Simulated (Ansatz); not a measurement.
**Pressure series in hypothetical rock salt BAs**

The reference is BAs in the rock salt structure (space group Fm-3m, No. 225; a = 4.614 Å; a hypothetical phase, not in the database extracts checked).

Cell and atoms are relaxed at each pressure.

Levels (all Ansatz, a program for electronic structure, PAW): PBE (420 eV, scalar-relativistic without spin-orbit coupling); PBEsol (420 eV, no spin-orbit coupling).

The base cell above is that of PBE; each level relaxes its own structures.

```json
[
 {"case": "pressure −2 GPa", "lattice parameter a, PBE": "4.638 Å", "lattice parameter a, PBEsol": "4.589 Å"},
 {"case": "pressure −1 GPa", "lattice parameter a, PBE": "4.626 Å", "lattice parameter a, PBEsol": "(withheld)"},
 {"case": "pressure 0.3 GPa", "lattice parameter a, PBE": "4.610 Å", "lattice parameter a, PBEsol": "4.563 Å"},
 {"case": "pressure 0.7 GPa", "lattice parameter a, PBE": "4.605 Å", "lattice parameter a, PBEsol": "(withheld)"},
 {"case": "pressure 1.5 GPa", "lattice parameter a, PBE": "4.596 Å", "lattice parameter a, PBEsol": "4.551 Å"},
 {"case": "pressure 3 GPa", "lattice parameter a, PBE": "4.580 Å", "lattice parameter a, PBEsol": "4.536 Å"},
 {"case": "pressure 5 GPa", "lattice parameter a, PBE": "4.559 Å", "lattice parameter a, PBEsol": "(withheld)"},
 {"case": "pressure 7.5 GPa", "lattice parameter a, PBE": "4.535 Å", "lattice parameter a, PBEsol": "(withheld)"},
 {"case": "pressure 10 GPa", "lattice parameter a, PBE": "4.512 Å", "lattice parameter a, PBEsol": "4.474 Å"}
]
```

Question: Complete the table.

Answer: 
- pressure −1 GPa, lattice parameter a, PBEsol: 4.577 Å
- pressure 0.7 GPa, lattice parameter a, PBEsol: 4.559 Å
- pressure 5 GPa, lattice parameter a, PBEsol: 4.517 Å
- pressure 7.5 GPa, lattice parameter a, PBEsol: 4.495 Å

PBE lies above PBEsol in every row, by 0.038 Å to 0.050 Å. They put the cases in the same order.

Load acts through the strain it causes; cell and atoms are relaxed under it. No phonon test of stability was made. Competing high-pressure phases were not computed. The final runs are not spin-polarised.
